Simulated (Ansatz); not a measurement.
## Convergence study of the k-point mesh at a smearing width of 0.02 eV for Ag (Fm-3m, 1 atom in the cell)

```
CELL_PARAMETERS angstrom
      0.00000     2.05523     2.05523
      2.05523     0.00000     2.05523
      2.05523     2.05523     0.00000
ATOMIC_POSITIONS crystal
  Ag 0.00000 0.00000 0.00000
```

Method of the run: PBE (plane waves, PAW; Ansatz, an electronic-structure program).

Base settings: basis.ecutwfc = 420 eV; kpoints.mp_grid.grid = 14 14 14; hamiltonian.xc = pbe; hamiltonian.pseudopotentials = {kind: paw} (the program's default PAW files); scf.occupations.method = fermi_dirac; scf.occupations.width = 0.1 eV.

In this ladder: scf.occupations.width = 0.02 eV.

Only quantities that move along the ladder and can be compared are tabulated.

The count of work is k-points × plane waves × bands × iterations; it is no time. 

The starting cell has typed, rounded lattice constants, without a prior relaxation at this level. Its lattice was rescaled by up to half a per cent. Ansatz's pressure includes its estimate of the finite-basis (Pulay) stress.

```tsv
kpoints.mp_grid.grid	free energy less the last step's (meV/atom)	pressure (GPa)	count of work / last
5 5 5	-117.90	1.78	0.010
6 6 6	69.83	3.36	0.017
7 7 7	-49.47	2.28	0.021
9 9 9	-17.96	2.47	0.036
10 10 10	14.01	2.97	0.049
12 12 12	5.45	2.85	0.074
15 15 15	4.37	2.57	0.12
18 18 18	-2.26	2.67	0.20
22 22 22	-1.85	2.69	0.34
27 27 27	1.08	2.69	0.58
33 33 33	0.00	2.66	1.0
```

Coarsest kpoints.mp_grid.grid that holds the free energy within 5 meV/atom of the last step, with all finer ones: 15 15 15, at 0.12 of the last step's count of work; the step before is off by 5.4 meV/atom.

Coarsest kpoints.mp_grid.grid that holds the pressure within 0.5 GPa of the last step, with all finer ones: 7 7 7, at 0.021 of the last step's count of work; the step before is off by 0.70 GPa.

Keys are those of Ansatz 0.2.
